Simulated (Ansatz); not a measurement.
**Fermi-surface data of AgZn (Pm-3m)**

Data:

```
CELL_PARAMETERS angstrom
      3.11756     0.00000     0.00000
      0.00000     3.11756     0.00000
      0.00000     0.00000     3.11756
ATOMIC_POSITIONS crystal
  Zn 0.50000 0.50000 0.50000
  Ag 0.00000 0.00000 0.00000
```

All values below come from PBEsol, rigid bands (plane waves, PAW, scalar-relativistic; Ansatz, an electronic-structure program). How the cell was made: cell and atoms relaxed with PBEsol.

```json
{
 "density of states at the Fermi level": "0.483 states/(eV·cell), both spins",
 "bare Sommerfeld coefficient": "0.57 mJ/(mol of atoms·K²)",
 "drude_plasma_energy": "9.5 eV",
 "root-mean-square Fermi velocity": "1.5e6 m/s",
 "resistivity times τ": "5.4 ×10⁻²² Ω·m·s"
}
```

A metal at this level (no band gap); rigid bands, thermally averaged at 300 K, both spins. Spin-orbit coupling is left out. τ is one relaxation time for all states.

Formula and space group known from diffraction (Crystallography Open Database), not checked to be the room-temperature form: AgZn (Pm-3m).
